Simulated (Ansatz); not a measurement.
Hypothetical zinc blende VSb: pressure series

The parent structure is VSb in the zinc blende structure (space group F-43m, No. 216; a = 6.179 Å; ferromagnetic; a hypothetical phase, not in the database extracts checked).

Cell and atoms are relaxed at each pressure.

Calculations: Ansatz (a quantum-chemistry and plane-wave program) PBE, scalar-relativistic without spin-orbit coupling.

```json
[
 {"case": "base", "largest site moment": "1.97 μB", "shortest interatomic distance": "2.675 Å"},
 {"case": "pressure −2 GPa", "largest site moment": "2.01 μB", "shortest interatomic distance": "2.714 Å"},
 {"case": "pressure −1 GPa", "largest site moment": "1.99 μB", "shortest interatomic distance": "2.694 Å"},
 {"case": "pressure 1.8 GPa", "largest site moment": "1.94 μB", "shortest interatomic distance": "2.647 Å"},
 {"case": "pressure 4.2 GPa", "largest site moment": "1.90 μB", "shortest interatomic distance": "?"},
 {"case": "pressure 30 GPa", "largest site moment": "1.63 μB", "shortest interatomic distance": "2.415 Å"},
 {"case": "pressure 45 GPa", "largest site moment": "1.38 μB", "shortest interatomic distance": "2.346 Å"},
 {"case": "pressure 60 GPa", "largest site moment": "1.21 μB", "shortest interatomic distance": "?"}
]
```

Problem. Some entries are withheld; estimate them.

Solution. 
- pressure 4.2 GPa, shortest interatomic distance: 2.614 Å
- pressure 60 GPa, shortest interatomic distance: 2.295 Å

Other magnetic orders, which the real material may have, were not ruled out. Load acts through the strain it causes; cell and atoms are relaxed under it. Stability against distortions was not tested. Competing high-pressure phases were not computed.
